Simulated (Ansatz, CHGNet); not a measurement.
Fluorite HfO2 (high-temperature phase): lattice parameter a by level of theory

No measured value is used here.

```tsv
level (code)	value (Å)
CHGNet-r²SCAN (CHGNet)	(withheld)
LDA (Ansatz)	(withheld)
PBE (Ansatz)	5.097
PBE-D3(BJ) (Ansatz)	5.073
PBE-D4 (Ansatz)	5.075
r²SCAN (Ansatz)	5.058
HSE06 (Ansatz)	5.056
```

### Question
Fill in the missing entries.

### Answer

- CHGNet-r²SCAN (CHGNet), value (Å): 5.032
- LDA (Ansatz, a first-principles code), value (Å): 5.001

Density-functional levels without +SOC have no spin–orbit coupling. LDA, PBE, PBE-D3(BJ), PBE-D4, r²SCAN, HSE06: symmetry holds this phase in the static calculation, where it need not be a minimum. Cutoffs and k meshes differ between the levels. Ansatz's density-functional and Hartree–Fock values are scalar-relativistic unless marked +SOC, with PAW data made under PBE.

Machine-learned potentials (CHGNet-r²SCAN) are trained on DFT data, which may include these solids.
